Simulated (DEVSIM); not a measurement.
Structure: abrupt Ge p-n junction, at 300 K.

Layer 1 from the left is Ge, thickness (μm) 21.0, Na (cm⁻³) 2.7e18, τn (s) 0.00084, τp (s) 0.00084. Layer 2 from the left is Ge, thickness (μm) 0.750, Nd (cm⁻³) 5.6e17, τn (s) 0.00084, τp (s) 0.00084.

Left contact: ohmic. Right contact: ohmic. Voltage is applied to the left contact. Recombination: SRH at mid-gap, radiative. Mobility is constant in doping.

This is a model device: material constants are rounded textbook-type values typed into the input, and sizes, dopings and lifetimes were drawn at random. Values at 300 K.

Ge: gap (eV) 0.664, affinity (eV) 4, permittivity 16, Nc (cm⁻³) 1.04e19, Nv (cm⁻³) 6e18, μn (cm²/Vs) 3900, μp (cm²/Vs) 1900, B (cm³/s) 6.4e-14.

### Question
Estimate by hand the built-in potential, the peak field at zero bias, and compare with a numerical solution.

### Answer

- Built-in potential: ni = √(Nc Nv) exp(−Eg/2kT) = 2.09e13 cm⁻³ with Eg = 0.664 eV; Vbi = kT/q ln(Na Nd/ni²) = 0.568 V; numerical 0.568 V.
- Peak field at zero bias: depletion approximation: W = √(2εVbi/(qN)) = 0.0465 μm with N = 4.64e17 cm⁻³; field = 2Vbi/W = 244000 V/cm; numerical 233000 V/cm (estimate above by 4.7 %).

Model (solved in DEVSIM): 1D drift-diffusion, Boltzmann statistics, complete ionisation; no tunnelling, impact ionisation, image-force lowering or self-heating.
